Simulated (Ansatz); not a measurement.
The reference is InPd in the CsCl type structure (space group Pm-3m, No. 221; a = 3.248 Å; relaxed with 0.1 eV smearing).

The values are results of PBEsol/PAW in Ansatz (an electronic-structure program), spin-orbit coupling left out, not measurements.

For the base:

```
Item       Result
--------  -------
Pressure  0.0 GPa
```

Perturbation: every lattice vector is stretched by 2.00 %; the atoms relax in the strained cell.

How does this affect the pressure and energy relative to the base?

The pressure goes from zero to -6.8 GPa; the energy goes up by 24 meV/atom.

Whether these cells are dynamically stable was not tested. All final runs are without spin polarisation.
